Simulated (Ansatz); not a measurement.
## What biaxial strain −0.83 %, plane normal [111], relaxed out of plane does to Sn

Start from Sn in the diamond structure (space group Fd-3m, No. 227; a = 6.474 Å; relaxed with 0.1 eV smearing). Axes: x, y, z lie along the cube axes.

One thing is altered: biaxial strain −0.83 %, plane normal [111], relaxed out of plane (Cartesian); in-plane vectors clamped, the third vector and the atoms free.

Computed with Ansatz (a program for electronic structure) LDA, without spin-orbit coupling. k-mesh 16×16×16 (Γ-centred); smearing 0.1 eV (Fermi–Dirac).

The volume per atom shrinks by 0.391 Å³ to 33.53 Å³ and the space group changes from Fd-3m (No. 227) to R-3m (No. 166). The shortest interatomic distance decreases by 0.0131 Å to 2.790 Å and the energy grows by 1.4 meV/atom. The pressure (mean of the normal stresses, compression positive) goes from zero to 0.5 GPa and the band gap stays zero. The out-of-plane strain comes out as +0.51 % and the ratio −ε⊥/ε∥ is 0.61. The mean in-plane stress (compression positive) is +0.8 GPa.

Final structure (turned so that z lies along the plane normal):

```xyz
2
Lattice="4.5401 0.0000 0.0000 2.2701 3.9319 0.0000 2.2701 -1.3106 3.7570" Properties=species:S:1:pos:R:3 pbc="T T T"
Sn     0.0000     0.0000     0.0087
Sn     4.5401     0.0000     2.8090
```

Stability against distortions was not tested.
